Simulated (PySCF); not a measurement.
Input and output of a self-consistent single point for Se (P3_121, 3 atoms in the cell) (PySCF).

Method: PySCF with PBE, Gaussian basis gth-dzvp-molopt-sr, GTH pseudopotentials gth-pbe, FFT density fitting with multigrid.

The change in words: lattice scaled by 0.98. Reference geometry:
```yaml
crystal:
  lattice:
    - [4.54716, 0.00000, 0.00000]
    - [-2.27358, 3.93796, 0.00000]
    - [0.00000, 0.00000, 5.02560]
  atoms:
    - { symbol: Se, position: [0.21789, 0.00000, 0.33333] }
    - { symbol: Se, position: [0.00000, 0.21789, 0.66667] }
    - { symbol: Se, position: [0.78211, 0.78211, 0.00000] }
```

Reference input (self-consistent single point, DFT PBE, Gaussian basis gth-dzvp-molopt-sr, GTH pseudopotentials gth-pbe, FFT density fitting with multigrid): cell.basis = gth-dzvp-molopt-sr; cell.pseudo = gth-pbe; cell.ke_cutoff = 50 Ha; make_kpts mesh = 7 7 6; mf.xc = PBE; cell.precision = 1e-07; solver class = KRKS; density fitting = multigrid_numint; mf.conv_tol = 1e-07 Ha; mf.max_cycle = 50. This run's input differs from it in these lines:

```diff
@@ -4,5 +4,5 @@
 cell = gto.M(
-    a=np.array([[4.547165, 0, 0],
-              [-2.273583, 3.937961, 0],
-              [0, 0, 5.025601]]),
+    a=np.array([[4.456222, 0, 0],
+              [-2.228111, 3.859202, 0],
+              [0, 0, 4.925089]]),
     atom='''
```

Log, with long lists cut:

```
init E= -28.3222605817421
  HOMO = 0.173039436229  LUMO = 0.225138758061  gap/eV = 1.41769
cycle= 1 E= -28.2773692779118  delta_E= 0.0449  |g|= 1.89  |ddm|= 50.8
  HOMO = 0.159611572632  LUMO = 0.200638727815  gap/eV = 1.11641
cycle= 2 E= -28.2784390572615  delta_E= -0.00107  |g|= 1.72  |ddm|= 7.58
  HOMO = 0.163083451689  LUMO = 0.211735616321  gap/eV = 1.32389
cycle= 3 E= -28.282574589359  delta_E= -0.00414  |g|= 0.157  |ddm|= 3.37
  HOMO = 0.163901001198  LUMO = 0.211868758425  gap/eV = 1.30527
cycle= 4 E= -28.2826094729575  delta_E= -3.49e-05  |g|= 0.00509  |ddm|= 0.317
  HOMO = 0.163802763038  LUMO = 0.211803303018  gap/eV = 1.30616
cycle= 5 E= -28.2826095191274  delta_E= -4.62e-08  |g|= 0.00055  |ddm|= 0.0193
  HOMO = 0.163806868723  LUMO = 0.211802558855  gap/eV = 1.30603
cycle= 6 E= -28.2826095184373  delta_E= 6.9e-10  |g|= 0.0009  |ddm|= 0.00303
  HOMO = 0.163805440721  LUMO = 0.211802557505  gap/eV = 1.30607
cycle= 7 E= -28.2826095196449  delta_E= -1.21e-09  |g|= 1.57e-05  |ddm|= 0.00189
  HOMO = 0.163805468724  LUMO = 0.211802533099  gap/eV = 1.30607
nelec by numeric integration = 17.999999999999932
Extra cycle  E= -28.2826095196444  delta_E= 4.44e-13  |g|= 2.47e-05  |ddm|= 9.53e-05
converged SCF energy = -28.2826095196444
electrons per cell = 18.000000
highest filled level = 0.163805 Ha, lowest empty level = 0.211803 Ha
```

The run converged in 7 iterations. Against the reference run the free energy rises by 25.4 meV/atom and the gap on the mesh goes from 1.232 to 1.306 eV.

The starting cell comes from a database of computed structures (which also holds hypothetical and non-ambient phases and stackings), without a prior relaxation at this level. Its lattice was rescaled by a random factor within 2.5 % of one. For this run, on top of that: lattice scaled by 0.98. Values carry the incompleteness of an atom-centred basis.

Cost on one core of a shared machine: roughly 4 min.
